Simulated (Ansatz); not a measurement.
A computed series for WSe2: pressure series

Start from WSe2 (space group P6_3/mmc, No. 194; layered, stacked along the Cartesian z axis).

```yaml
crystal:
  lattice:
    - [3.27904, 0.00000, 0.00000]
    - [-1.63952, 2.83973, 0.00000]
    - [0.00000, 0.00000, 12.78623]
  atoms:
    - { symbol: W, position: [0.66667, 0.33333, 0.75000] }
    - { symbol: W, position: [0.33333, 0.66667, 0.25000] }
    - { symbol: Se, position: [0.66667, 0.33333, 0.38172] }
    - { symbol: Se, position: [0.33333, 0.66667, 0.88172] }
    - { symbol: Se, position: [0.33333, 0.66667, 0.61828] }
    - { symbol: Se, position: [0.66667, 0.33333, 0.11828] }
```

Cell and atoms are relaxed at each pressure.

Level of theory: PBE-D3(BJ) (Ansatz, a program for electronic structure), no SOC.

Candidates:
(a) pressure 0.7 GPa
(b) pressure 0.3 GPa
(c) pressure −2 GPa
(d) pressure 10 GPa
(e) pressure −1 GPa

For the base:

* **Band gap**: 0.87 eV

Problem. Order them by band gap, lowest first.

Solution. (d) pressure 10 GPa (0.47 eV), (a) pressure 0.7 GPa (0.83 eV), (b) pressure 0.3 GPa (0.85 eV), (e) pressure −1 GPa (0.95 eV), (c) pressure −2 GPa (1.08 eV)

With W present, leaving out spin-orbit coupling can change the band edges. Load acts through the strain it causes; cell and atoms are relaxed under it. Whether these cells are dynamically stable was not tested. Competing high-pressure phases were not computed.
